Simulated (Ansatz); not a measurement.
fcc (Cu type) Al; conventional cell a = 3.9458 Å, b = 3.9458 Å, c = 3.9458 Å, α = 90.00°, β = 90.00°, γ = 90.00°.

The run noted for some of its cells that some bands missed the eigensolver's tolerance. The pressure is 5 GPa. The structure is held there; whether it is the stable one at that pressure was not tested.

**Question.** By how much do the lattice constants and the volume change from 300 K to 575 K (the quasi-harmonic free energy, DFT at the PBEsol level (Ansatz, a first-principles code)), and how far does the bulk modulus soften?

**Answer.** a by 0.47 %, the volume by 1.40 %; B_T goes from 98.4 to 91.8 GPa. No phase change or melting is allowed for: the numbers belong to this structure as given.

The PAW data sets were generated under PBE and serve the other functionals too.
